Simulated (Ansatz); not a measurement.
Defect: In-vacancy pair (In on one host Ru site, one Ru site vacant) in hcp Ru, neutral cell. All values below come from PBE, PAW (plane waves to 420 eV; Ansatz, a program for electronic structure).

36-site cell at the relaxed PBE lattice, a 2×2×2 k-point mesh shifted by half a step along c, smearing 0.10 eV, spin-restricted, no finite-size correction. Static, classical nuclei. Forms of the defect that were not tried may lie lower. The start lies 0.12 eV above the lowest site run (PBE).

Barriers: single points on a 4×4×4 k-point mesh shifted by half a step along c at the bands' geometries.

The step: direct exchange of In with the vacancy (In-vacancy distance between ideal sites 2.72 Å throughout). Atoms about the jump, Cartesian Å from the middle of the jump, before and after:

```json
[
 {"atom": "In1", "x0": "1.21", "y0": "0.00", "z0": "0.00", "x1": "-1.21", "y1": "0.00", "z1": "0.00"},
 {"atom": "Ru2", "x0": "-0.02", "y0": "2.47", "z0": "0.00", "x1": "0.02", "y1": "2.47", "z1": "0.00"},
 {"atom": "Ru3", "x0": "-0.05", "y0": "-0.82", "z0": "2.24", "x1": "0.05", "y1": "-0.82", "z1": "2.24"},
 {"atom": "Ru4", "x0": "-0.05", "y0": "-0.82", "z0": "-2.24", "x1": "0.05", "y1": "-0.82", "z1": "-2.24"},
 {"atom": "Ru5", "x0": "-0.02", "y0": "-2.45", "z0": "0.00", "x1": "0.02", "y1": "-2.45", "z1": "0.00"},
 {"atom": "Ru6", "x0": "1.33", "y0": "1.61", "z0": "2.21", "x1": "1.34", "y1": "1.56", "z1": "2.14"},
 {"atom": "Ru7", "x0": "1.33", "y0": "1.61", "z0": "-2.21", "x1": "1.34", "y1": "1.56", "z1": "-2.14"},
 {"atom": "Ru8", "x0": "-1.34", "y0": "1.56", "z0": "2.14", "x1": "-1.33", "y1": "1.61", "z1": "2.21"},
 {"atom": "Ru9", "x0": "-1.34", "y0": "1.56", "z0": "-2.14", "x1": "-1.33", "y1": "1.61", "z1": "-2.21"},
 {"atom": "Ru10", "x0": "2.74", "y0": "2.38", "z0": "0.00", "x1": "2.72", "y1": "2.36", "z1": "0.00"},
 {"atom": "Ru11", "x0": "-2.72", "y0": "2.36", "z0": "0.00", "x1": "-2.74", "y1": "2.38", "z1": "0.00"},
 {"atom": "Ru12", "x0": "2.74", "y0": "-0.78", "z0": "2.20", "x1": "2.68", "y1": "-0.75", "z1": "2.13"},
 {"atom": "Ru13", "x0": "2.74", "y0": "-0.78", "z0": "-2.20", "x1": "2.68", "y1": "-0.75", "z1": "-2.13"},
 {"atom": "Ru14", "x0": "-2.68", "y0": "-0.75", "z0": "2.13", "x1": "-2.74", "y1": "-0.78", "z1": "2.20"},
 {"atom": "Ru15", "x0": "-2.68", "y0": "-0.75", "z0": "-2.13", "x1": "-2.74", "y1": "-0.78", "z1": "-2.20"},
 {"atom": "Ru16", "x0": "2.73", "y0": "-2.38", "z0": "0.00", "x1": "2.72", "y1": "-2.36", "z1": "0.00"},
 {"atom": "Ru17", "x0": "-2.72", "y0": "-2.36", "z0": "0.00", "x1": "-2.73", "y1": "-2.38", "z1": "0.00"}
]
```

Where do these atoms stand at the saddle point, and how high is it?


```
atom      x      y      z
----  -----  -----  -----
In1    0.00   0.12   0.00
Ru2    0.00   2.64   0.00
Ru3   -0.01  -0.90   2.34
Ru4   -0.01  -0.90  -2.33
Ru5    0.00  -2.53   0.00
Ru6    1.33   1.56   2.17
Ru7    1.33   1.56  -2.17
Ru8   -1.34   1.56   2.17
Ru9   -1.34   1.56  -2.17
Ru10   2.70   2.33   0.00
Ru11  -2.71   2.33   0.00
Ru12   2.68  -0.75   2.14
Ru13   2.69  -0.75  -2.14
Ru14  -2.69  -0.75   2.14
Ru15  -2.69  -0.75  -2.14
Ru16   2.68  -2.29   0.00
Ru17  -2.69  -2.29   0.00
```
It lies 0.79 eV above the start and 0.79 eV above the end. The program found a first-order saddle point.
